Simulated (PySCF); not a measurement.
PySCF 2.14.0, HF/def2-svp, df: Ni(CO)4 ([O+]#[C-]->[Ni](<-[C-]#[O+])(<-[C-]#[O+])<-[C-]#[O+]), 9 atoms. The geometry is a generated start, not checked to be a minimum at this level.

```json
{
  "task": "energy",
  "method": "hf",
  "basis": "def2-svp",
  "two_electron_scheme": "density fitting",
  "mol.max_memory": "3000 MB",
  "mf.max_cycle": "100",
  "mf.init_guess": "minao (default)",
  "mf.DIIS": "CDIIS (default)",
  "mf.diis_space": "8 (default)",
  "mf.conv_tol": "1e-09 (default)",
  "basis_functions": "143"
}
```

```xyz
9

Ni    -0.0005    -0.0045     0.0038
O      1.9346     1.4772    -1.6537
C      1.1920     0.9067    -1.0173
O      1.4384    -1.4148     2.1568
C      0.8834    -0.8753     1.3303
O     -1.4430    -1.9496    -1.6777
C     -0.8883    -1.2056    -1.0290
O     -1.9283     1.9013     1.1625
C     -1.1882     1.1646     0.7243
```

Charge 0 and multiplicity 1 are set for this test and not shown to be the ground state.

One run each on 2 threads, 1 BLAS thread. Values of level_shift (Hartree) tried: 0 (default), 0.1, 0.3, 1.

Problem. How does the count of Fock builds change with level_shift (Hartree), and where is it least?

Solution. Fewest Fock builds, within one of each other: 0 (default) with 16, 0.1 with 17. The count rises to 28 at 1. All converge to one solution.

```tsv
level_shift (Hartree)	Fock builds	end
0 (default)	16	same solution
0.1	17	same solution
0.3	19	same solution
1	28	same solution
```
